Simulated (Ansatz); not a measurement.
## Ru, response to strain

Take Ru in the hcp (Mg type) structure (space group P6_3/mmc, No. 194; a = 2.7046 Å, c = 4.2601 Å) as the base. Axes: x lies along a and z along c of the hexagonal cell.

Strains are applied to the cell and any free atomic positions relax; under biaxial strain the out-of-plane vector relaxes too; under stress the whole cell relaxes.

Method: r2SCAN (Ansatz, a quantum-chemistry and plane-wave program, PAW, spin-orbit coupling left out).

Notes on the quantities. pressure: mean of the normal stresses, compression positive.

| variant | volume per atom | pressure | space group |
|---|---|---|---|
| base | 13.49 Å³ | 0.0 GPa | P6_3/mmc (No. 194) |
| biaxial strain +0.46 %, plane normal [001], relaxed out of plane | 13.59 Å³ | -2.1 GPa | P6_3/mmc (No. 194) |
| biaxial strain +1.60 %, plane normal [001], relaxed out of plane | 13.81 Å³ | -6.9 GPa | P6_3/mmc (No. 194) |
| isotropic strain −2.65 % | 12.45 Å³ | 33.1 GPa | P6_3/mmc (No. 194) |
| uniaxial strain ε_zz = −1.06 % | 13.35 Å³ | 3.9 GPa | P6_3/mmc (No. 194) |
| uniaxial stress, 8 GPa compression along x | 13.39 Å³ | – | Cmcm (No. 63) |

Without a gap, meshes like the base's 20×20×11 leave anisotropic stresses uncertain by several tenths of a GPa, and small strain energies with them. Stability under load was not tested beyond the relaxation. All final runs are without spin polarisation.
